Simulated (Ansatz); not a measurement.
GaN: isotropic strain +1.50 %

Take GaN in the zinc blende structure (space group F-43m, No. 216; a = 4.455 Å) as the base.

One thing is altered: an isotropic linear strain of +1.50 %; the atoms relax in the strained cell.

Calculations: Kohn–Sham DFT with the LDA functional, run in Ansatz (a program for electronic structure) with PAW and 420 eV plane waves, without spin-orbit coupling. Γ-centred 13×13×13 mesh, Fermi–Dirac width 0.05 eV.

```tsv
quantity	base	changed	shift
space group	F-43m (No. 216)	F-43m (No. 216)	–
shortest interatomic distance	3.646 bohr	3.700 bohr	+0.0547 bohr
energy relative to the base (free energy F)	0 meV/atom	+13 meV/atom	+13 meV/atom
pressure	0.00 GPa	-8.19 GPa	-8.19 GPa
band gap	1.96 eV	1.67 eV	-0.29 eV
gap character	direct at Γ	direct at Γ	–
mean gap deformation potential ΔEg/Δln V	–	-6.5 eV	–
electron mass	0.18 mₑ (at Γ)	0.15 mₑ (at Γ)	–
```

Final structure:

```
CELL_PARAMETERS angstrom
      0.00000     2.26110     2.26110
      2.26110     0.00000     2.26110
      2.26110     2.26110     0.00000
ATOMIC_POSITIONS crystal
  Ga 0.00000 0.00000 0.00000
  N  0.25000 0.25000 0.25000
```

Cost of the whole job for the changed cell (relaxation, final SCF and bands): roughly 12 core-seconds.

Masses are band curvatures over ±0.01 Å⁻¹ around the edge. Whether these cells are dynamically stable was not tested. This is not the structure that GaN has at room temperature and ambient pressure.
